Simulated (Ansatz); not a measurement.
The reference is Cd in the hcp (Mg type) structure (space group P6_3/mmc, No. 194; a = 3.0161 Å, c = 5.8191 Å).

The values are results of Ansatz (a program for electronic structure) PBE, spin-orbit coupling left out, not measurements.

One change was made to it. Results:

The lattice parameter a drops by 0.006 Å (3.016 Å → 3.010 Å); the c/a ratio decreases by 0.0325 (1.929 → 1.897).

Which of these changes matches the shifts?
(A) pressure 15 GPa
(B) pressure −1 GPa
(C) pressure 9 GPa
(D) pressure 0.9 GPa

D, pressure 0.9 GPa. For comparison, the lattice parameter a in the other runs: pressure 15 GPa gives 2.925 Å; pressure 9 GPa gives 2.942 Å; pressure −1 GPa gives 3.029 Å.

Load acts through the strain it causes; cell and atoms are relaxed under it. Stability against distortions was not tested. No other phases were tried under pressure.
